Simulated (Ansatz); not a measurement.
Structure of amorphous silicon oxynitride (Si45O18N48) (periodic cell):

```
CELL_PARAMETERS angstrom
     11.35049     0.13380     0.11461
      0.13380    11.80103     0.04954
      0.11461     0.04954    11.03893
ATOMIC_POSITIONS crystal
  Si 0.91761 0.47993 0.70720
  Si 0.62631 0.91088 0.80292
  Si 0.16506 0.81777 0.66226
  Si 0.32891 0.49513 0.04754
  Si 0.49914 0.01809 0.38054
  Si 0.88492 0.48770 0.99098
  Si 0.42057 0.06336 0.12551
  Si 0.56919 0.45821 0.93274
  Si 0.05416 0.06216 0.63491
  Si 0.13714 0.87277 0.10691
  Si 0.63154 0.90346 0.16885
  Si 0.40505 0.82844 0.03958
  Si 0.28864 0.30727 0.24288
  Si 0.39541 0.57996 0.58768
  Si 0.57916 0.41334 0.65296
  Si 0.68585 0.10439 0.78139
  Si 0.21662 0.18016 0.82234
  Si 0.71305 0.31780 0.10383
  Si 0.31434 0.53230 0.38420
  Si 0.78344 0.35167 0.83553
  Si 0.06566 0.88508 0.85136
  Si 0.92550 0.66827 0.08155
  Si 0.65396 0.71943 0.99079
  Si 0.34136 0.44022 0.79622
  Si 0.24452 0.66847 0.88729
  Si 0.47424 0.75756 0.79325
  Si 0.08940 0.06835 0.04717
  Si 0.80844 0.08993 0.07779
  Si 0.16059 0.57238 0.64299
  Si 0.67758 0.82928 0.44022
  Si 0.77931 0.56212 0.51054
  Si 0.58985 0.58307 0.41962
  Si 0.64406 0.19997 0.51639
  Si 0.84532 0.32423 0.36153
  Si 0.77884 0.49891 0.25820
  Si 0.42996 0.85145 0.58669
  Si 0.88969 0.24053 0.58865
  Si 0.42914 0.01371 0.85015
  Si 0.87334 0.86549 0.03339
  Si 0.78859 0.00453 0.61539
  Si 0.28345 0.65904 0.16395
  Si 0.07788 0.20949 0.40484
  Si 0.24982 0.00494 0.47536
  Si 0.55745 0.52886 0.14270
  Si 0.27687 0.26590 0.01269
  O  0.11888 0.70286 0.59846
  O  0.05753 0.48399 0.67240
  O  0.58353 0.12740 0.40821
  O  0.32688 0.08851 0.78680
  O  0.99515 0.58698 0.98056
  O  0.23032 0.61643 0.29635
  O  0.86521 0.58374 0.62009
  O  0.69209 0.85948 0.29472
  O  0.74987 0.20513 0.84648
  O  0.77663 0.90489 0.51315
  O  0.01984 0.27444 0.52854
  O  0.92733 0.88067 0.89478
  O  0.11455 0.15556 0.72684
  O  0.95767 0.23904 0.32042
  O  0.55710 0.29161 0.58515
  O  0.34877 0.40690 0.32745
  O  0.13156 0.99845 0.17776
  O  0.70117 0.17746 0.10546
  N  0.22607 0.60609 0.02949
  N  0.13285 0.94583 0.96830
  N  0.78003 0.25348 0.47956
  N  0.27936 0.80441 0.13800
  N  0.76131 0.35448 0.24043
  N  0.99773 0.79769 0.11523
  N  0.67252 0.10366 0.62592
  N  0.85197 0.49483 0.84273
  N  0.07124 0.93015 0.69911
  N  0.47258 0.90341 0.73809
  N  0.25820 0.37983 0.10510
  N  0.81625 0.35495 0.99516
  N  0.84778 0.48013 0.39548
  N  0.63453 0.40257 0.80241
  N  0.44275 0.59494 0.43614
  N  0.43848 0.46577 0.67626
  N  0.52145 0.00036 0.21933
  N  0.43483 0.71182 0.65055
  N  0.75723 0.96368 0.76299
  N  0.79740 0.74176 0.03139
  N  0.11755 0.07259 0.48919
  N  0.86249 0.54676 0.14073
  N  0.39515 0.97515 0.00294
  N  0.63399 0.55450 0.27083
  N  0.90752 0.09481 0.62005
  N  0.41054 0.57069 0.15248
  N  0.36523 0.19662 0.12907
  N  0.38030 0.74274 0.91243
  N  0.94594 0.09785 0.05128
  N  0.86559 0.34109 0.69708
  N  0.27879 0.88593 0.56955
  N  0.25918 0.53591 0.53199
  N  0.57391 0.04522 0.86679
  N  0.55573 0.80502 0.08466
  N  0.53276 0.89046 0.47277
  N  0.69673 0.68557 0.45901
  N  0.28676 0.30782 0.84931
  N  0.61816 0.77085 0.84486
  N  0.19133 0.24194 0.32262
  N  0.15997 0.77177 0.81569
  N  0.75752 0.95658 0.08703
  N  0.61467 0.58303 0.00378
  N  0.24767 0.56282 0.77542
  N  0.58059 0.38976 0.07793
  N  0.17258 0.17092 0.97459
  N  0.64437 0.49896 0.54322
  N  0.41725 0.47299 0.92220
  N  0.35689 0.04884 0.39237
```

Methods: PBE, scalar-relativistic without spin-orbit coupling (Ansatz, an electronic-structure program); r2SCAN, scalar-relativistic without spin-orbit coupling (Ansatz); HSE06, scalar-relativistic without spin-orbit coupling (Ansatz). Neutral PBE cell, which sets geometry, pressure and energy: sampling: a 2×2×2 Γ-centred mesh; Fermi-Dirac width 0.02 eV; no spin polarisation. Exact exchange is cut at the faces of this 11 Å cell, which leaves hybrid gaps a finite-size error.

It comes from a melt-quench run on a machine-learned potential (CHGNet), relaxed afterwards by DFT. O and N atoms were pushed apart under 1.9 Å during the dynamics, to hinder bonds among them. The hot cell started wider than the set density and was brought back towards it in steps. It is the lowest in DFT energy of 4 quenches. It is a model cell: composition and starting density were chosen by hand, and all elements were melted together. No dispersion term was used. A short ab initio anneal came between quench and relaxation. Its density started from a set value of 2.46 and ended at 2.50 g/cm³. The quench (nominally 150 K/ps over its main leg) was far faster than any real one, so the model tends to hold more defects than a real film. A cell of this size samples the disorder only roughly. Volume and shape were free in the relaxation.

Problem. Give the pressure and the spacing of the highest filled and lowest empty levels.

Solution. 
- Pressure on a 2×2×2 Γ-centred mesh = 0.03 GPa
- Largest force and stress component on that mesh (the relaxation ran on the zone centre alone) = 0.04 eV/Å and 0.0 GPa
- Level gap on a 2×2×2 Γ-centred mesh (PBE) = 2.58 eV
- Level gap at the zone centre (PBE) = 2.58 eV
- Level gap at the zone centre (r2SCAN) = 2.98 eV
- Level gap at the zone centre (HSE06) = 3.89 eV
- Distance between the nearest levels spread over more than a fifth of the atoms or a third of the atoms of their main element (six at least) (PBE, zone centre) = 3.23 eV

Problem. At PBE and the zone centre, how localised are the states just below and above the Fermi level (participation number: the atoms over which a state spreads)?

Solution. The highest filled state is spread over 2.6 atoms' worth, largest on N102, with weights by element (charge in smoothed Voronoi cells) N 0.79, Si 0.13, O 0.08. The lowest empty state is spread over 32.1 atoms' worth, largest on Si7, with weights by element (charge in smoothed Voronoi cells) Si 0.46, N 0.42, O 0.12.

At PBE the levels at the filled edge of the gap are localised (band-tail or defect states), and the nearest spread-out levels lie 3.2 eV apart at the zone centre.

Cut-offs for bonds: Si-Si 2.60 Å, Si-O 1.94 Å, Si-N 2.10 Å, O-O 1.58 Å, O-N 1.64 Å, N-N 1.70 Å. Two cations that share two anions don't count as bonded, nor two that share one unless they lie closer than Si-Si 2.38 Å.

Added carriers, by PBE, scalar-relativistic without spin-orbit coupling (Ansatz) on the zone centre alone. Charged cells keep the cell fixed and stand in a uniform background, with no image correction, at a width of 0.01 eV; where the count is odd the moment is locked at 1 μB, unless the neutral cell bore moments. Each starts from the undistorted neutral geometry alone. PBE's self-interaction favours spread-out carriers, so it can miss traps that a hybrid finds.

Problem. What happens at PBE when the cell takes an extra electron and the atoms relax?

Solution. Relaxation lowers the charged cell by 0.62 eV. The largest moves are Si7 0.42 Å, N111 0.16 Å, O62 0.10 Å, N92 0.07 Å. The level that holds the added charge spreads over 4.9 atoms' worth, most on Si7 (weight 0.42): a localised (trapped) carrier, which neighbours of that atom can share. No bond crosses its cut-off with a change of over 0.15 Å. Made neutral again at that geometry, the cell lies +0.85 eV from the neutral start.

Problem. What happens at PBE when the cell takes a hole and the atoms relax?

Solution. Relaxation lowers the charged cell by 0.14 eV. The largest moves are N111 0.10 Å, O59 0.10 Å, N102 0.08 Å, Si13 0.07 Å. The level that was emptied spreads over 5.7 atoms' worth, most on N102 (weight 0.39): a localised (trapped) carrier, which neighbours of that atom can share. No bond crosses its cut-off with a change of over 0.15 Å. Made neutral again at that geometry, the cell lies +0.26 eV from the neutral start.

A PBE run started with 1 μB on atoms that lack a bond or may hold spare charge lost its moments; other starts weren't tried.
